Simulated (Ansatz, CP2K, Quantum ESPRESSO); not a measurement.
# LaTl (Pm-3m, 2 atoms in the cell) computed with different codes at matched settings

Self-consistent single point.

```
LaTl
1.0
    3.97238     0.00000     0.00000
    0.00000     3.97238     0.00000
    0.00000     0.00000     3.97238
La Tl
1 1
Direct
  0.00000   0.00000   0.00000
  0.50000   0.50000   0.50000
```

Shared settings, as Ansatz (a program for electronic structure) writes them: kpoints.mp_grid.grid = 8 8 8; scf.occupations.method = gaussian; scf.occupations.width = 0.1 eV. Potentials and cutoffs stand in the table.

```csv
code,model,pressure (GPa),cutoff
CP2K,"LDA (Pade form), GPW, DZVP-MOLOPT-SR-GTH basis, GTH-PADE potentials (GTH_POTENTIALS)",-2.95,grid 500 Ry
Ansatz,"LDA (PW92), PAW files made with PBE",-3.70,default
Quantum ESPRESSO,"LDA (PZ), PseudoDojo standard norm-conserving (PBE) pseudopotentials",-3.77,110 Ry
```

On Ansatz's run: spin-orbit coupling is off.

The spread over the programs that give each value: pressure within 0.82 GPa.

CP2K uses small atom-centred bases, whose incompleteness enters pressures, forces and empty levels differently from a plane-wave cutoff. Ansatz's pressure is given at a fixed set of plane waves, as the other plane-wave codes print theirs. The same LDA comes in different parametrisations, which differ slightly.

The starting cell comes from a database of computed structures (which also holds hypothetical and non-ambient phases and stackings), without a prior relaxation at this level.

Left out of this page: Elk and FLEUR (not drawn, or without a comparable value).

Keys are those of Ansatz 0.2.
